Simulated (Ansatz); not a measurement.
Here is the system:

```yaml
crystal:
  lattice:
    - [0.00000, 2.72212, 2.72212]
    - [2.72212, 0.00000, 2.72212]
    - [2.72212, 2.72212, 0.00000]
  atoms:
    - { symbol: Si, position: [0.25000, 0.25000, 0.25000] }
    - { symbol: Si, position: [0.00000, 0.00000, 0.00000] }
```

The numbers are results of r2SCAN with spin-orbit coupling, rigid bands (plane waves, PAW; Ansatz, a quantum-chemistry and plane-wave program), not measurements. Geometry: cell and atoms relaxed with r2SCAN.

### Question
Predict the hole conductivity mass (n e² τ/σ) at 300 K, by direction if it differs.

### Answer
0.35 mₑ.

### Question
Predict the electron conductivity mass (n e² τ/σ) at 300 K, by direction if it differs.

### Answer
0.28 mₑ.

### Question
And the band gap?

### Answer
0.76 eV at this level; semilocal functionals usually fall short of the measured gap.

Rigid bands, one relaxation time for all states, no polarons.
